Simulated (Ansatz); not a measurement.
Given:

```
CELL_PARAMETERS angstrom
      3.84928     0.00000     0.00000
     -1.92464     3.33357     0.00000
      1.92464     1.11119     3.14292
ATOMIC_POSITIONS crystal
  Si 0.50000 0.75000 0.75000
  Si 0.00000 0.00000 0.00000
```

Space group of this cell: Fd-3m, diamond. The cell is taken as given.

The current runs along the normal of the first two printed vectors, the (111) plane. All runs by Ansatz (a first-principles code), plane waves and PAW, without spin-orbit coupling; the base is r2SCAN.

| run | mean pressure (GPa) | gap (eV) | mid-gap κ (1/Å) |
|---|---|---|---|
| base | 0.0 | 0.77 | 0.092 |
| all lengths scaled by 0.98 | 6.7 | 0.66 | 0.088 |
| all lengths scaled by 1.02 | -5.1 | [?] | [?] |
| lda in place of r2scan | -2.1 | [?] | 0.073 |
| lengths across the current scaled by 0.98, ions clamped | 4.4 | 0.67 | 0.087 |
| lengths across the current scaled by 1.02, ions clamped | -3.5 | 0.81 | 0.098 |
| lengths along the current scaled by 0.97, ions clamped | 3.3 | [?] | [?] |
| lengths along the current scaled by 1.03, ions clamped | -2.6 | 0.78 | 0.086 |
| pbesol in place of r2scan | -0.5 | 0.47 | 0.073 |

Question: Fill in the missing entries.

Answer: 
- all lengths scaled by 1.02, gap (eV): 0.87
- all lengths scaled by 1.02, mid-gap κ (1/Å): 0.093
- lda in place of r2scan, gap (eV): 0.48
- lengths along the current scaled by 0.97, ions clamped, gap (eV): 0.65
- lengths along the current scaled by 0.97, ions clamped, mid-gap κ (1/Å): 0.097
